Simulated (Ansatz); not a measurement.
**MoSi₂ (model structure, started from the C49 type, Cmcm, No. 63, 6 atoms in the cell)**

All values below come from PBEsol (PAW; Ansatz, a first-principles code).

Numerical settings: plane-wave cutoff 500 eV, 12×12×12 k mesh, Fermi–Dirac smearing 0.05 eV, no spin polarisation, scalar-relativistic PAW data made under PBE.

Cell (relaxed at this level):

```xyz
6
Lattice="1.9756 -6.3321 0.0000 1.9756 6.3321 0.0000 0.0000 0.0000 3.2641" Properties=species:S:1:pos:R:3 pbc="T T T"
Si     1.9756    -5.4307     0.8160
Si     1.9756     5.4307     2.4481
Si     1.9756     3.3072     0.8160
Si     1.9756    -3.3072     2.4481
Mo     1.9756    -1.3447     0.8160
Mo     1.9756     1.3447     2.4481
```

For MoSi₂ (model structure, started from the C49 type, Cmcm, No. 63, 6 atoms in the cell), the band gap is zero (no gap).

Note: the relaxation could raise the start's symmetry but not lower it, so the cell can be a saddle point.

Spin–orbit coupling is not included.

Computed values are for the static lattice.

A model structure was made by putting elements into a prototype or built by hand; it is no filed structure, need not be a known phase, and can be a saddle point held by its symmetry.
